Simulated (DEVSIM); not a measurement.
Structure: abrupt Si p-n junction, at 400 K.

Layer 1 from the left is Si, thickness (μm) 0.690, Na (cm⁻³) 2.2e15, τn (s) 1e-5, τp (s) 1e-5. Layer 2 from the left is Si, thickness (μm) 21.0, Nd (cm⁻³) 1.1e15, τn (s) 1e-5, τp (s) 1e-5.

Left contact: ohmic. Right contact: ohmic. Voltage is applied to the left contact. Recombination: SRH at mid-gap, Auger. Mobility is μmin + (μ − μmin)/(1 + (N/Nref)^α).

This is a model device: material constants are rounded textbook-type values typed into the input, and sizes, dopings and lifetimes were drawn at random. Values at 300 K; Nc and Nv go as T^1.5, mobilities as T to minus their exponent, the gap by Varshni's rule with the affinity fixed.

Si: gap (eV) 1.124, affinity (eV) 4.05, permittivity 11.7, Nc (cm⁻³) 2.86e19, Nv (cm⁻³) 3.1e19, μn (cm²/Vs) 1417, μp (cm²/Vs) 470, μn,min 52, μp,min 45, Nref,n 9.7e16, Nref,p 2.2e17, αn 0.68, αp 0.72, T exponent of μn 2.3, T exponent of μp 2.2, Cn (cm⁶/s) 2.8e-31, Cp (cm⁶/s) 9.9e-32, Varshni α (eV/K) 0.000473, Varshni β (K) 636.

Task: Estimate by hand the built-in potential, the peak field at zero bias, the capacitance at -1.5 V, and compare with a numerical solution.

Result: 
- Built-in potential: ni = √(Nc Nv) exp(−Eg/2kT) = 5.68e12 cm⁻³ with Eg = 1.096 eV; Vbi = kT/q ln(Na Nd/ni²) = 0.387 V; numerical 0.387 V.
- Peak field at zero bias: depletion approximation: W = √(2εVbi/(qN)) = 0.826 μm with N = 7.33e14 cm⁻³; field = 2Vbi/W = 9370 V/cm; numerical 8520 V/cm (estimate above by 10.0 %).
- Capacitance at -1.5 V: C = √(qεN / 2(Vbi + |V|)) = 5.68 nF/cm²; numerical 5.83 nF/cm² (estimate below by 2.6 %).

Model (solved in DEVSIM): 1D drift-diffusion, Boltzmann statistics, complete ionisation; no tunnelling, impact ionisation, image-force lowering or self-heating.
